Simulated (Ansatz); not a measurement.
Take C in the diamond structure (space group Fd-3m, No. 227) as the base.

```
C
1.0
    0.00000     1.78014     1.78014
    1.78014     0.00000     1.78014
    1.78014     1.78014     0.00000
C
2
Direct
  0.00000   0.00000   0.00000
  0.25000   0.25000   0.25000
```

Cartesian axes are those of the cell as printed.

Computed with Ansatz (a program for electronic structure) r2SCAN, no spin-orbit coupling.

Strains are applied to the cell and any free atomic positions relax.

One change was made to it. Results:

```tsv
quantity	base	after
valence-band top at Γ (three highest levels, from the VBM)	0.00, 0.00, 0.00 eV	0.00, -0.24, -0.24 eV
valley order (the lowest conduction-band minima on the path, energy above the VBM, named in the base's zone)	a point along ⟨100⟩, about 1.3 Å⁻¹ from Γ 4.36 eV	a point along [001], about 1.3 Å⁻¹ from Γ 3.99 eV; a point along [100], about 1.3 Å⁻¹ from Γ 4.37 eV
smallest direct gap	5.90 eV	5.65 eV
energy relative to the base (free energy F)	0 meV/atom	+4.5 meV/atom
```

Name the change that was made.
A) uniaxial strain ε_zz = −1.50 %
B) uniaxial strain ε_zz = −2.50 %
C) uniaxial strain ε_zz = −3.00 %
D) uniaxial strain ε_zz = −0.50 %
E) uniaxial strain ε_zz = −1.00 %

A, uniaxial strain ε_zz = −1.50 %. For comparison, the valley order in the other runs: uniaxial strain ε_zz = −1.00 % gives a point along [001], about 1.3 Å⁻¹ from Γ 4.11 eV; a point along [100], about 1.3 Å⁻¹ from Γ 4.37 eV; uniaxial strain ε_zz = −3.00 % gives a point along [001], about 1.3 Å⁻¹ from Γ 3.60 eV; a point along [100], about 1.3 Å⁻¹ from Γ 4.39 eV; uniaxial strain ε_zz = −0.50 % gives a point along [001], about 1.3 Å⁻¹ from Γ 4.24 eV; a point along [100], about 1.3 Å⁻¹ from Γ 4.37 eV; uniaxial strain ε_zz = −2.50 % gives a point along [001], about 1.3 Å⁻¹ from Γ 3.73 eV; a point along [100], about 1.3 Å⁻¹ from Γ 4.38 eV.

No phonon test of stability was made.
